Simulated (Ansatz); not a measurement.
Worked example: self-consistent single point of NaGa (Cm, 4 atoms in the cell) in Ansatz (an electronic-structure program).

Method: LDA (PW92), default PAW files made with PBE (plane waves; Ansatz).

The change in words: lattice scaled by 0.98; basis.ecutrho_ratio: default → 8. Reference geometry:
```
NaGa
1.0
    3.01918    -3.38665     0.00000
    3.01918     3.38665     0.00000
    0.00000     0.00000     4.88306
Na Ga
2 2
Cartesian
  3.01918  -0.91175   1.27076
  3.01918   0.91175   3.66229
  3.01918   2.80035   1.22076
  3.01918  -2.80035   3.66229
```

Reference input (self-consistent single point, DFT, LDA (PW92), plane waves, default PAW files made with PBE): basis.ecutwfc = 420 eV; kpoints.mp_grid.grid = 5 5 5; hamiltonian.xc = lda; hamiltonian.pseudopotentials = {kind: paw} (the program's default PAW files); scf.occupations.method = gaussian; scf.occupations.width = 0.1 eV. This run's input differs from it in these lines:

Ansatz 0.2 input:
```diff
@@ -2,12 +2,13 @@
   lattice:
-    - [3.019180, -3.386649, 0.000000]
-    - [3.019180, 3.386649, 0.000000]
-    - [0.000000, 0.000000, 4.883057]
+    - [2.958796, -3.318916, 0.000000]
+    - [2.958796, 3.318916, 0.000000]
+    - [0.000000, 0.000000, 4.785396]
   atoms:
-    - { symbol: Na, position_ang: [3.019180, -0.911754, 1.270762] }
-    - { symbol: Na, position_ang: [3.019180, 0.911754, 3.662293] }
-    - { symbol: Ga, position_ang: [3.019180, 2.800352, 1.220764] }
-    - { symbol: Ga, position_ang: [3.019180, -2.800352, 3.662293] }
+    - { symbol: Na, position_ang: [2.958796, -0.893519, 1.245347] }
+    - { symbol: Na, position_ang: [2.958796, 0.893519, 3.589047] }
+    - { symbol: Ga, position_ang: [2.958796, 2.744345, 1.196349] }
+    - { symbol: Ga, position_ang: [2.958796, -2.744345, 3.589047] }
 basis:
   ecutwfc: 420.0
+  ecutrho_ratio: 8
 kpoints:
```

Output (repeated stretches shortened):

```
SCF iter   1: F=—  HF=-10346.818732 eV  |F-HF|=—  |Δ(HF+E_count)|=         —  Δρ=6.82e-3  dr2=2.70e-2  ethr=1.77e-3  ⟨swp⟩=5.7  Hψ=4211  notcnv=0
all-band conjugate gradients solve this SCF's bands
preconditioner: auto → Kerker (q_TF=auto, 2.404 Å⁻¹)
SCF iter   2: F=—  HF=-10346.804689 eV  |F-HF|=—  |Δ(HF+E_count)|=   1.40e-2  Δρ=2.84e-3  dr2=7.54e-3  ethr=6.14e-5  ⟨swp⟩=2.0  Hψ=1677  notcnv=0
   [... lines left out ...]
SCF iter   5: F=—  HF=-10346.802637 eV  |F-HF|=—  |Δ(HF+E_count)|=   1.96e-4  Δρ=1.67e-4  dr2=2.53e-5  ethr=3.11e-7  ⟨swp⟩=2.0  Hψ=1527  notcnv=0
SCF iter   6: F=—  HF=-10346.802635 eV  |F-HF|=—  |Δ(HF+E_count)|=   1.18e-6  Δρ=4.29e-5  dr2=1.65e-6  ethr=5.75e-8  ⟨swp⟩=2.8  Hψ=1526  notcnv=0
SCF iter   7: F=—  HF=-10346.802636 eV  |F-HF|=—  |Δ(HF+E_count)|=   8.61e-8  Δρ=1.74e-5  dr2=1.93e-7  ethr=3.74e-9  ⟨swp⟩=2.0  Hψ=1629  notcnv=0
SCF iter   8: F=-10346.802635 eV  HF=-10346.802635 eV  |F-HF|=3.74e-9  |Δ(HF+E_count)|=   1.15e-7  Δρ=2.19e-6  dr2=5.84e-9  ethr=2.27e-10  ⟨swp⟩=6.7  Hψ=4040  notcnv=0
SCF 1 converged in 8 iterations: F = -10346.802635 eV  dr2 = 5.84e-9
Free energy (F): -10346.802635 eV
Internal energy: -10346.792209 eV  (E = F + TS)
E sigma→0 (E₀):  -10346.797422 eV
Entropy (-TS):   -0.010427 eV (-2.607 meV/atom)
Fermi energy:    5.172594 eV
--- Forces (eV/Å), atoms counted from 1 ---
  atom   1  Na     0.00000000    -0.08598018    -0.08808153
  atom   2  Na    -0.00000000     0.08876144     0.04995041
  atom   3  Ga     0.00000000     0.22086465    -0.00763988
  atom   4  Ga    -0.00000000    -0.22364642     0.04577247
--- Stress (GPa, compression-positive) ---
       -0.314658      -0.000000      -0.000000
       -0.000000      -0.436368       0.010006
       -0.000000       0.010006      -2.866681
  P = ⅓ Tr σ = -1.2059 GPa (-12.059 kbar)
  The stress holds the Pulay correction. Without it, at fixed plane waves, as pw.x and ABINIT print it: P = -1.2148 GPa
```

The run converged in 8 iterations. Against the reference run the free energy falls by 16.5 meV/atom, the pressure goes from -2.33 to -1.21 GPa and the largest force goes from 0.273 to 0.228 eV/Å.

The starting cell comes from a database of computed structures (which also holds hypothetical and non-ambient phases and stackings), without a prior relaxation at this level. Its lattice was rescaled by up to half a per cent. One atom was moved a little off its site on purpose. For this run, on top of that: lattice scaled by 0.98. Ansatz's pressure includes its estimate of the finite-basis (Pulay) stress.
